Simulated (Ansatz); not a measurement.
**LiF (model structure, F-43m, No. 216, 2 atoms in the cell)**

Calculation: LDA (Ansatz, a program for electronic structure, PAW).

Run with plane-wave cutoff 520 eV, 14×14×14 k mesh, Fermi–Dirac smearing 0.01 eV, scalar-relativistic PAW data made under PBE.

Cell (relaxed at this level):

```yaml
crystal:
  lattice:
    - [0.00000, 2.10190, 2.10190]
    - [2.10190, 0.00000, 2.10190]
    - [2.10190, 2.10190, 0.00000]
  atoms:
    - { symbol: Li, position: [0.00000, 0.00000, 0.00000] }
    - { symbol: F, position: [0.25000, 0.25000, 0.25000] }
```

For LiF (model structure, F-43m, No. 216, 2 atoms in the cell), the band gap is 7.96 eV (on the SCF k mesh). The bulk modulus B0 is 65.6 GPa.

Note: the bulk modulus is −V dP/dV from two relaxed cells at ±2 % in volume; the relaxation could raise the start's symmetry but not lower it, so the cell can be a saddle point.

The computed numbers hold no vibrational or temperature effects.

It cost roughly 14 core-seconds of CPU time.

A model structure was made by putting elements into a prototype or built by hand; it is no filed structure, need not be a known phase, and can be a saddle point held by its symmetry.
